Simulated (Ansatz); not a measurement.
The reference is CdTe in the zinc blende structure (space group F-43m, No. 216; a = 6.558 Å). Axes: x, y, z lie along the cube axes.

Computed with Ansatz (an electronic-structure program), r2SCAN, PAW, cutoff 500 eV, no spin-orbit coupling.

Strains are applied to the cell and any free atomic positions relax; under biaxial strain the out-of-plane vector relaxes too.

One change was made to it. Results:

| quantity | base | after |
|---|---|---|
| valley order (the lowest conduction-band minima on the path, energy above the VBM, named in the base's zone) | Γ 1.17 eV; L along ⟨111⟩ 2.20 eV | Γ 1.13 eV; L along [1-1-1] 2.17 eV |
| volume per atom | 35.25 Å³ | 35.36 Å³ |

**Question.** Which of these changes matches the shifts?
(A) biaxial strain +2.50 %, plane normal [001], relaxed out of plane
(B) biaxial strain +0.50 %, plane normal [001], relaxed out of plane
(C) biaxial strain +1.00 %, plane normal [001], relaxed out of plane

**Answer.** B, biaxial strain +0.50 %, plane normal [001], relaxed out of plane. For comparison, the valley order in the other runs: biaxial strain +2.50 %, plane normal [001], relaxed out of plane gives Γ 1.00 eV; L along [1-1-1] 2.05 eV; biaxial strain +1.00 %, plane normal [001], relaxed out of plane gives Γ 1.09 eV; L along [1-1-1] 2.14 eV.

With Te present, leaving out spin-orbit coupling can change the band edges. The levels and masses belong to the bands next to the band gap. Stability against distortions was not tested.
